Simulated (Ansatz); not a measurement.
Consider RbHgI$_{3}$ in the cubic perovskite structure (space group Pm-3m, No. 221; a = 6.0524 Å; a hypothetical phase, not in the database extracts checked).

(Cell as relaxed with PBE.)

Levels (all Ansatz, a quantum-chemistry and plane-wave program, PAW): PBE (420 eV, spin-orbit coupling left out); PBEsol (420 eV, no spin-orbit coupling).

Each level relaxes its own structure.

```tsv
quantity	PBE	PBEsol
volume per atom	44.34 Å³	___
lattice parameter a	6.052 Å	___
band gap	zero	___
```

Problem. Predict the PBEsol column.

Solution. 
- volume per atom, PBEsol: 41.14 Å³
- lattice parameter a, PBEsol: 5.903 Å
- band gap, PBEsol: zero

PBE's volume per atom lies 3.20 Å³ above PBEsol's (7.8 %); PBE's lattice parameter a lies 0.149 Å above PBEsol's (2.5 %); the two agree on the band gap. Neither level is exact; PBEsol is the comparison here, not a measurement.

No phonon test of stability was made. The final runs are not spin-polarised. Many cubic perovskites are stable only at high temperature; tilts and polar distortions were not tested. The zero or small gap of RbHgI3 can change with the level of theory.
